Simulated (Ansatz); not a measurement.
Functionals compared on the (111) surface of bcc K in its 1x1 cell, outermost plane spacing 1.52 Å in the ideal cut, in Ansatz (plane waves, PAW). The structure was relaxed with PBE; the other rows are single points on it, each with its references at the same level. Cutoff 420 eV (500 eV for r2SCAN).

Slab: 8 atoms, 10.7 Å thick at the start; k 6x6x1, smearing 0.1 eV, dipole-corrected; all atoms relaxed; held to the start's symmetry, so lower structures may exist; no spin, no spin-orbit, no U. These notes are the PBE run's.

```tsv
functional	surface energy (J/m²)	work function of the top face (eV)	rough cost of the single point
PBE	0.13	2.22	–
LDA	0.15	2.35	about 30 core-seconds (a rough figure)
PBEsol	?	?	around 26 core-seconds (rough)
RPBE	0.11	2.15	about 30 core-seconds (a rough figure)
r2SCAN	0.14	2.17	about 60 core-seconds (a rough figure)
```

Problem. What belongs in the gaps?

Solution. 
- PBEsol, surface energy (J/m²): 0.14
- PBEsol, work function of the top face (eV): 2.22

Ansatz is a first-principles code.
